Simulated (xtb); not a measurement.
xtb 6.7.1, GFN1-xTB: Cc1csc(C#Cc2ccc3c(c2)C(C)(C)c2ccccc2-3)c1, 41 atoms. The geometry is a generated start, not checked to be a minimum at this level.

```yaml
method: GFN1-xTB
"--acc": 1 (default)
"--etemp (K)": 300 (default)
detailed input (--input): "none: ANC optimiser, Lindh (1995) Hessian, microcycle=20, maxdispl=1.0, hlow=0.01 (default)"
basis_functions: 134
valence_electrons: 112
```

The structure is relaxed from this start with --opt LEVEL for the levels crude, sloppy, loose, lax, normal, tight, vtight, extreme, once each. Up to the end of the extreme run atoms move by at most 2.3 Å along an axis.

Task: Choose the cheapest level whose final energy lies within 20 meV of that of extreme.

Result: normal: 94 cycles against 122, ending 0.95 meV above.

```json
[
 {"level": "crude", "cycles": "3", "energy above the extreme run (meV)": "51", "gradient norm (eV/Å)": "0.34"},
 {"level": "sloppy", "cycles": "4", "energy above the extreme run (meV)": "50", "gradient norm (eV/Å)": "0.16"},
 {"level": "loose", "cycles": "5", "energy above the extreme run (meV)": "49", "gradient norm (eV/Å)": "0.087"},
 {"level": "lax", "cycles": "5", "energy above the extreme run (meV)": "49", "gradient norm (eV/Å)": "0.087"},
 {"level": "normal", "cycles": "94", "energy above the extreme run (meV)": "0.95", "gradient norm (eV/Å)": "0.032"},
 {"level": "tight", "cycles": "109", "energy above the extreme run (meV)": "0.080", "gradient norm (eV/Å)": "0.012"},
 {"level": "vtight", "cycles": "122", "energy above the extreme run (meV)": "under 0.01", "gradient norm (eV/Å)": "0.0020"},
 {"level": "extreme", "cycles": "122", "energy above the extreme run (meV)": "—", "gradient norm (eV/Å)": "0.0020"}
]
```
